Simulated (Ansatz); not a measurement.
**Response to strain in Pt**

The reference is Pt in the fcc (Cu type) structure (space group Fm-3m, No. 225; relaxed with 0.1 eV smearing).

```
CELL_PARAMETERS angstrom
      0.00000     1.95989     1.95989
      1.95989     0.00000     1.95989
      1.95989     1.95989     0.00000
ATOMIC_POSITIONS crystal
  Pt 0.00000 0.00000 0.00000
```

Cartesian axes are those of the cell as printed.

Strains are applied to the cell and any free atomic positions relax; under biaxial strain the out-of-plane vector relaxes too.

Level of theory: Ansatz (a quantum-chemistry and plane-wave program) PBEsol, spin-orbit coupling left out.

Notes on the quantities. in-plane stress: mean in-plane stress (compression positive).

```json
[
 {"variant": "biaxial strain −2.50 %, plane normal [111], relaxed out of plane", "out-of-plane strain": "+2.97 %", "in-plane stress": "+11.2 GPa"},
 {"variant": "biaxial strain −1.67 %, plane normal [111], relaxed out of plane", "out-of-plane strain": "+1.96 %", "in-plane stress": "+7.0 GPa"},
 {"variant": "biaxial strain −1.25 %, plane normal [111], relaxed out of plane", "out-of-plane strain": "+1.45 %", "in-plane stress": "+5.1 GPa"},
 {"variant": "biaxial strain −0.83 %, plane normal [111], relaxed out of plane", "out-of-plane strain": "+0.96 %", "in-plane stress": "+3.3 GPa"},
 {"variant": "biaxial strain +0.42 %, plane normal [111], relaxed out of plane", "out-of-plane strain": "-0.47 %", "in-plane stress": "-1.5 GPa"},
 {"variant": "biaxial strain +0.83 %, plane normal [111], relaxed out of plane", "out-of-plane strain": "-0.92 %", "in-plane stress": "-2.9 GPa"},
 {"variant": "biaxial strain +1.25 %, plane normal [111], relaxed out of plane", "out-of-plane strain": "-1.37 %", "in-plane stress": "-4.3 GPa"},
 {"variant": "biaxial strain +1.67 %, plane normal [111], relaxed out of plane", "out-of-plane strain": "-1.81 %", "in-plane stress": "-5.6 GPa"},
 {"variant": "biaxial strain +2.08 %, plane normal [111], relaxed out of plane", "out-of-plane strain": "-2.23 %", "in-plane stress": "-6.8 GPa"}
]
```

Whether these cells are dynamically stable was not tested. The final runs are not spin-polarised.
